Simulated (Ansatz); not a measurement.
# Mo (Im-3m): band-structure transport figures

Given:

```
CELL_PARAMETERS angstrom
     -1.56455     1.56455     1.56455
      1.56455    -1.56455     1.56455
      1.56455     1.56455    -1.56455
ATOMIC_POSITIONS crystal
  Mo 0.00000 0.00000 0.00000
```

Calculation: r2SCAN, rigid bands (plane waves, PAW, scalar-relativistic; Ansatz, an electronic-structure program). Condition of this run: functional r2SCAN on the same cell. How the cell was made: cell and atoms relaxed with PBEsol.

```yaml
density of states at the Fermi level: 0.538 states/(eV·cell), both spins
bare Sommerfeld coefficient: 1.27 mJ/(mol of atoms·K²)
drude_plasma_energy: 8.9 eV
root-mean-square Fermi velocity: 9.3e5 m/s
resistivity times τ: 6.2 ×10⁻²² Ω·m·s
resistivity_times_mean_free_path: 6.1 ×10⁻¹⁶ Ω·m²
```

A metal at this level (no band gap); rigid bands, thermally averaged at 300 K, both spins. Spin-orbit coupling is left out. τ is one relaxation time for all states; the product of resistivity and mean free path takes one path for all states instead.
